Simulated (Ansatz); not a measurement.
System: L1₀ (CuAu-type) FePt. Method: PBE-D3(BJ) (Ansatz, an electronic-structure program, PAW).

Settings: plane-wave cutoff 520 eV, 24×24×18 k mesh (along the axes of the cell as run), Fermi–Dirac smearing 0.054 eV (set by the program), spin-polarised with parallel moments, scalar-relativistic PAW data made under PBE.

Computed at the level's own relaxed cell.

```xyz
2
Lattice="2.7016 0.0000 0.0000 0.0000 2.7016 0.0000 0.0000 0.0000 3.7264" Properties=species:S:1:pos:R:3 pbc="T T T"
Fe     0.0000     0.0000     0.0000
Pt     1.3508     1.3508     1.8632
```

Problem. Give the elastic tensor (Voigt notation, GPa, ions relaxed, in the Cartesian axes of the cell as printed).

Solution. 
```
  418.8    79.7   165.6     0.0     0.0     0.0
   79.7   418.8   165.6     0.0     0.0     0.0
  165.6   165.6   331.6     0.0     0.0     0.0
    0.0     0.0     0.0   126.3     0.0     0.0
    0.0     0.0     0.0     0.0   126.3     0.0
    0.0     0.0     0.0     0.0     0.0    59.4
```

Note: the dispersion coefficients are held fixed in the derivatives.

Spin–orbit coupling is not included.

Static lattice: no zero-point or thermal effects.
